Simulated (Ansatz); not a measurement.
The starting structures come from a database of crystals and need not be the phases stable at ambient conditions.

The decay constant κ of evanescent states in the gap governs leakage through a thin film.

Here is the system:

```
CELL_PARAMETERS angstrom
      5.14322     0.00000     0.00000
      2.57161     4.86143     0.00000
      2.57161     1.36033     4.24135
ATOMIC_POSITIONS crystal
  Rh 0.84919 0.45243 0.84919
  Rh 0.15081 0.54757 0.15081
  Rh 0.65081 0.04757 0.65081
  Rh 0.34919 0.95243 0.34919
  O  0.75000 0.75000 0.04986
  O  0.25000 0.25000 0.95014
  O  0.45014 0.75000 0.75000
  O  0.54986 0.25000 0.25000
  O  0.04986 0.75000 0.45014
  O  0.95014 0.25000 0.54986
```

Space group of this cell: R-3c, corundum. The cell is taken as given; by r2SCAN its mean pressure is -0.7 GPa.

Transport runs along the normal of the first two printed cell vectors, the (101) plane of the conventional cell.

No gap correction and no spin-orbit coupling; mid-gap values are interpolated between computed energies.

Problem. Give the band gap and the smallest decay constant κ at mid-gap that r2SCAN in Ansatz (a program for electronic structure) yields.

Solution. Gap 0.98 eV on a 8×8×8 mesh; κ = 0.292 1/Å, at (0.500, 0.000) of the in-plane reciprocal vectors. At the zone centre, at the nearest computed energy, the slowest state has κ = 0.34 1/Å.
